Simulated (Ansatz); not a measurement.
Defect: Nb-vacancy pair (Nb on one host Ru site, one Ru site vacant) in hcp Ru, neutral cell. The step: the Nb atom itself jumps into the vacancy (Nb-vacancy distance between ideal sites 2.72 Å throughout); the atom moves 2.57 Å along (-0.94, 0.00, 0.00) of the unit cell; the moving atom starts with neighbours 2 Ru at 2.67, 2 Ru at 2.71, 3 Ru at 2.72, 2 Ru at 2.75, Ru at 2.77, Ru at 2.82 Å and ends with 2 Ru at 2.67, 2 Ru at 2.71, 3 Ru at 2.72, 2 Ru at 2.75, Ru at 2.77, Ru at 2.82 Å. DFT values are from Ansatz (plane-wave PAW, 420 eV unless said) in a cell of 36 host sites, spin-restricted, static, with no finite-size correction. Forms of the defect that were not tried may lie lower. For the PBE band: the saddle point's order was not checked, and it lies on a symmetry element of the cell, where a band can be held.

| Level | Forward barrier (eV) | Cost of the band or of the saddle's single point |
|---|---|---|
| CHGNet universal potential (has no charge state), its own band | 0.27 | - |
| PBE, a 2×2×2 k-point mesh shifted by half a step along c, band relaxed | 1.56 | roughly 25 core-minutes |
| PBE, a 4×4×4 k-point mesh shifted by half a step along c, same geometries | 1.46 | roughly 7 core-minutes |
| r2SCAN at 500 eV, a 2×2×2 k-point mesh shifted by half a step along c, same geometries | ___ | very roughly 3 core-minutes |

### Question
Some entries are withheld; supply them.

### Answer

- r2SCAN at 500 eV, a 2×2×2 k-point mesh shifted by half a step along c, same geometries, Forward barrier (eV): 1.59

Ansatz is an electronic-structure program.
